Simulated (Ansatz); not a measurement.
# What 6 layers does to Ca

Base system: Ca in the fcc (Cu type) structure (space group Fm-3m, No. 225; a = 5.5686 Å). Axes: x, y, z lie along the cube axes.

It is then changed as follows: a free-standing slab of 6 layers (6 atoms, 1 a layer) is cut normal to [111], with 15 Å of vacuum and the in-plane cell held at bulk.

Level of theory: Ansatz (an electronic-structure program) r2SCAN, no spin-orbit coupling, earlier PAW set. Γ-centred 14×14×1 mesh, Fermi–Dirac width 0.05 eV, for the changed cell.

| quantity | base | changed | shift |
|---|---|---|---|
| band gap | zero | zero | – |
| excess energy per area of both faces (slab less bulk energy over the cell's area: twice a surface energy) (uncertain by up to 0.07 J/m²) | – | 1.0 J/m² | – |
| thickness between the outermost nuclei | – | 15.96 Å | – |
| change of the spacing d12 from its bulk value of 3.215 Å | – | -2.0 % | – |
| change of the spacing d23 from its bulk value of 3.215 Å | – | +0.1 % | – |

The excess energy carries the mismatch between the slab's and the bulk's meshes. Whether these cells are dynamically stable was not tested.
